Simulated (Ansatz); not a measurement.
The starting structures come from a database of crystals and need not be the phases stable at ambient conditions.

 Where the default PAW files enter, the runs use the earlier of Ansatz's two default sets.

# Evanescent states of SrAlGeH (P3m1, not sure to be the ambient phase, 4 atoms a cell, 19.6 Å³ an atom) along the normal of (110)

Calculation: r2SCAN (plane waves, PAW; Ansatz, a program for electronic structure).

The gap is the functional's own. No spin-orbit coupling. Mid-gap values are interpolated on the energy grid.

Energies count from the valence-band top; κ is the least over a 6×4 mesh across the current.

| E (eV) | κ (1/Å) | where |
|---|---|---|
| 0.04 | 0.045 | off Γ |
| 0.10 | 0.073 | off Γ |
| 0.17 | 0.089 | off Γ |
| 0.24 | … | off Γ |
| 0.32 | … | off Γ |
| 0.39 | … | off Γ |
| 0.46 | … | off Γ |
| 0.53 | … | off Γ |
| 0.59 | … | off Γ |
| 0.67 | … | off Γ |
| 0.73 | … | off Γ |
| 0.81 | … | off Γ |
| 0.88 | 0.073 | off Γ |
| 0.94 | 0.058 | Γ |
| 1.01 | 0.026 | Γ |

Question: Fill in the missing entries.

Answer: 
- 0.24, κ (1/Å): 0.101
- 0.32, κ (1/Å): 0.106
- 0.39, κ (1/Å): 0.103
- 0.46, κ (1/Å): 0.104
- 0.53, κ (1/Å): 0.106
- 0.59, κ (1/Å): 0.107
- 0.67, κ (1/Å): 0.101
- 0.73, κ (1/Å): 0.093
- 0.81, κ (1/Å): 0.084
